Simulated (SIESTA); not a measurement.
Worked example: self-consistent single point of Na₄WO₅ (P1, 20 atoms in the cell) in SIESTA.

Level of theory: GGA PBEsol, numerical atomic orbitals TZP, PseudoDojo PBEsol standard norm-conserving potentials (rewritten from UPF to PSML) (SIESTA).

```
Na4WO5
1.0
    5.62317     0.00000     0.00000
   -1.17896     5.52168     0.00000
   -2.76342    -2.29328     7.61151
Na W O
8 2 10
Cartesian
  0.81918   0.65817   6.84762
  0.86336   2.56639   0.74777
  3.47372   2.07926   2.18692
 -1.85808   1.16628   5.34998
  2.82775  -0.97452   3.04334
 -1.08712   4.10983   4.64107
  0.98221   1.65359   3.75414
  2.76337   0.02075   0.03808
  1.63642   3.70789   6.04282
  0.00776  -0.44271   1.63555
 -1.30228  -0.78111   6.45718
  2.93439   3.97013   1.07742
  2.56988   2.94328   4.55012
 -0.86021   0.29929   3.01860
  1.48453   0.69232   1.79792
  0.11956   2.54380   5.80551
 -3.15133   2.23998   7.30492
  4.85962   0.97645   0.32752
 -0.34353   3.59391   2.40817
  2.03992  -0.35321   5.27470
```

Reference input (self-consistent single point, DFT, GGA PBEsol, numerical atomic orbitals TZP, PseudoDojo PBEsol standard norm-conserving potentials (rewritten from UPF to PSML)): XC.functional = GGA; XC.authors = PBEsol; potentials = PseudoDojo PBEsol standard; PAO.BasisSize = TZP; PAO.EnergyShift = 0.01 Ry; MeshCutoff = 350 Ry; kgrid.MonkhorstPack = 5 5 3; OccupationFunction = FD; ElectronicTemperature = 10 K; MaxSCFIterations = 150; SCF.Mixer.Method = Pulay; SCF.Mixer.Weight = 0.2. This run's input differs from it in these lines:

```diff
@@ -45,3 +45,3 @@
 PAO.EnergyShift              0.01 Ry
-MeshCutoff                   350 Ry
+MeshCutoff                   525 Ry
 %block kgrid.MonkhorstPack
```

Output, abridged:

```
        iscf     Eharris(eV)        E_KS(eV)     FreeEng(eV)     dDmax    Ef(eV) dHmax(eV)
   scf:    1   -18390.757489   -18506.409040   -18506.409040  1.672322 -8.306408 23.714848
   scf:    2   -18573.026780   -18546.541233   -18546.541233  0.126470 -4.759436  9.311501
   scf:    3   -18551.035170   -18552.726437   -18552.726437  0.092759 -6.577774  2.179838
   scf:    4   -18552.587967   -18553.161377   -18553.161377  0.052918 -6.133755  1.870683
   scf:    5   -18553.375390   -18553.391168   -18553.391168  0.029207 -6.488248  0.912464
   scf:    6   -18553.490292   -18553.451899   -18553.451899  0.049711 -6.540729  0.118169
   scf:    7   -18553.453572   -18553.453385   -18553.453385  0.005759 -6.540079  0.073716
   scf:    8   -18553.450369   -18553.452676   -18553.452676  0.002328 -6.552538  0.141532
   scf:    9   -18553.454018   -18553.453413   -18553.453413  0.001103 -6.543964  0.092218
   scf:   10   -18553.454048   -18553.453908   -18553.453908  0.000924 -6.528623  0.005635
   scf:   11   -18553.453911   -18553.453910   -18553.453910  0.000165 -6.526732  0.001455
   scf:   12   -18553.453911   -18553.453911   -18553.453911  0.000055 -6.526590  0.000834
SCF Convergence by DM+H criterion
max |DM_out - DM_in|         :     0.0000554146
max |H_out - H_in|      (eV) :     0.0008344330
SCF cycle converged after 12 iterations

Using DM_out to compute the final energy and forces

siesta: E_KS(eV) =           -18553.4539

siesta: E_KS - E_eggbox =    -18553.4539

siesta: Atomic forces (eV/Ang):
     1    0.227728    0.112975    0.198190
     2   -0.351918    0.360046   -0.330520
     3    0.471172   -0.049332   -0.053166
   [... 17 lines left out ...]
   Tot    0.012537   -0.004271   -0.007123
   Max    3.708071
   Res    0.890295    sqrt( Sum f_i^2 / 3N )
   Max    3.708071    constrained

Stress tensor Voigt[x,y,z,yz,xz,xy] (kbar):      -25.35      -19.47      -12.60        0.97       -0.78       -2.57
(Free)E + p*V (eV/cell)   -18550.6305
Target enthalpy (eV/cell)   -18553.4539

   [... lines left out ...]
siesta: FreeEng =    -18553.453911
   [... lines left out ...]
siesta:    -0.015821   -0.001603   -0.000488
siesta:    -0.001603   -0.012153    0.000603
siesta:    -0.000488    0.000603   -0.007867

siesta: Cell volume =        236.332465 Ang**3

siesta: Pressure (static):
siesta:                Solid            Molecule  Units
siesta:           0.00013012          0.00010160  Ry/Bohr**3
siesta:           0.01194673          0.00932848  eV/Ang**3
siesta:          19.14077448         14.94587038  kBar
```

The run converged in 12 iterations. Against the reference run the free energy goes up by 1.2 meV/atom, the pressure moves little (1.94 to 1.91 GPa), the largest force moves little (4.238 to 4.233 eV/Å) and the gap on the mesh stays at 3.026 eV.

The starting cell comes from a database of computed structures (which also holds hypothetical and non-ambient phases and stackings), without a prior relaxation at this level. Its atoms were displaced at random from the sites of space group no. 2. Spin-orbit coupling is off. Values carry the incompleteness of an atom-centred basis. Forces in this geometry exceed 1 eV/Å.

Cost on one core of a shared machine: roughly 6 min.
